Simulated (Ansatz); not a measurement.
The parent structure is PbSe in the rock salt structure (space group Fm-3m, No. 225; a = 6.178 Å). Axes: x, y, z lie along the cube axes.

Level of theory: plane-wave PAW DFT at the r2SCAN level (Ansatz, a quantum-chemistry and plane-wave program, 500 eV), no SOC.

Base values:

| Property | Result |
|---|---|
| Band gap | 0.67 eV |
| Pressure | -0.1 kbar |

The change: tensile biaxial strain of 2.00 % in the plane normal to [001], as in epitaxy on a mismatched substrate; the out-of-plane cell vector and the atoms relax.

### Question
Predict the new band gap.

### Answer
The band gap rises by 0.09 eV, from 0.67 eV to 0.76 eV.

### Question
Estimate the effect on the out-of-plane strain.

### Answer
The out-of-plane strain amounts to -0.41 %.

### Question
Predict the new pressure.

### Answer
The pressure (mean of the normal stresses, compression positive) falls by 16.1 kbar (-0.1 kbar → -16.2 kbar).

Spin-orbit coupling, missing from the scalar runs, can matter with Pb. No phonon test of stability was made.
